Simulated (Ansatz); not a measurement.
We consider Al2Cu (I4/mcm, No. 140), described by LDA in Ansatz (PAW).

Run with plane-wave cutoff 520 eV, 14×14×14 k mesh, Fermi–Dirac smearing 0.05 eV, no spin polarisation, scalar-relativistic PAW data made under PBE.

Cell (relaxed at this level):

Space group I4/mcm (No. 140); a = b = 5.9391 Å, c = 4.7756 Å, α = β = γ = 90.00°

```json
[
 {"atom": "Al", "site": "8h", "symmetry": "m.2m", "x": "0.1594", "y": "0.3406", "z": "0.0000"},
 {"atom": "Cu", "site": "4a", "symmetry": "422", "x": "0.0000", "y": "0.0000", "z": "0.2500"}
]
```
(The calculation used a cell of 6 atoms; values per cell refer to that cell.)

Task: Give the computed bulk modulus B0 and pressure derivative B′ of the bulk modulus.

Result: 
* **bulk modulus B0**: 115 GPa
* **pressure derivative B′ of the bulk modulus**: 4.5

The run finds no gap.

Note: the bulk modulus comes from volumes at which shape and atoms were relaxed.

Static lattice: no zero-point or thermal effects.

Ansatz is a quantum-chemistry and plane-wave program.
